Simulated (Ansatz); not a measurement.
The parent structure is PbClF (space group P4/nmm, No. 129; a = 4.068 Å, c = 7.193 Å). Axes: x, y, z lie along a, b, c of the conventional cell.

Method: PBEsol (Ansatz, a first-principles code, PAW, spin-orbit coupling left out).

For the base:

The band gap is 3.35 eV and the electron mass is 0.31 mₑ along k, 0.50 mₑ across (at Z). The volume per atom is 19.84 Å³.

Now apply this change: uniaxial stress, 1 GPa compression along x; all other stress components relax to zero.

Question: What happens to the band gap?

Answer: The band gap decreases by 0.054 eV, from 3.35 eV to 3.29 eV.

Question: What does the calculation give for the electron mass after the change?

Answer: The electron mass becomes 0.32 mₑ along k, 0.50 mₑ across (at Z) (base: 0.31 mₑ along k, 0.50 mₑ across (at Z)).

Question: How does this affect the volume per atom?

Answer: The volume per atom shrinks by 0.09 Å³ to 19.75 Å³.

Spin-orbit coupling, missing from the scalar runs, can matter with Pb. Load acts through the strain it causes; cell and atoms are relaxed under it. Effective masses come from finite differences of ±0.01 Å⁻¹. Along k means along the line from Γ to the band edge. Stability under load was not tested beyond the relaxation.
